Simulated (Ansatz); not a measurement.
Results of PBEsol (Ansatz, a program for electronic structure, plane waves, PAW) for MgCdTe2 (P-4m2, No. 115, 4 atoms in the cell; start mp-1222011).

Run with plane-wave cutoff 500 eV, 10×10×6 k mesh (along the axes of the cell as run), gaussian smearing 0.02 eV, scalar-relativistic PAW data made under PBE.

Cell (relaxed at this level):

```cif
data_CdMgTe2
_chemical_formula_sum 'Mg1 Cd1 Te2'
_space_group_name_H-M_alt 'P-4m2'
_space_group_IT_number 115
_space_group_name_Hall 'P -4 -2'
_cell_length_a 4.57835
_cell_length_b 4.57835
_cell_length_c 6.44128
_cell_angle_alpha 90.000
_cell_angle_beta 90.000
_cell_angle_gamma 90.000
loop_
_atom_site_label
_atom_site_type_symbol
_atom_site_symmetry_multiplicity
_atom_site_Wyckoff_symbol
_atom_site_fract_x
_atom_site_fract_y
_atom_site_fract_z
_atom_site_occupancy
Mg1 Mg 1 c 0.50000 0.50000 0.50000 1
Cd1 Cd 1 a 0.00000 0.00000 0.00000 1
Te1 Te 2 g 0.00000 0.50000 0.25339 1
```

**Question.** Estimate the band gap that the calculation returns.

**Answer.** 
band gap: 1.43 eV (on the SCF k mesh)

Note: the relaxation could not lower the start's symmetry, so the cell can be a saddle point above a distorted one.

Spin–orbit coupling is not included; with these elements it can move the gap by several tenths of an eV or more.

Computed values are for the static lattice.

A start named mp-… is a Materials Project structure, which need not be a measured phase.
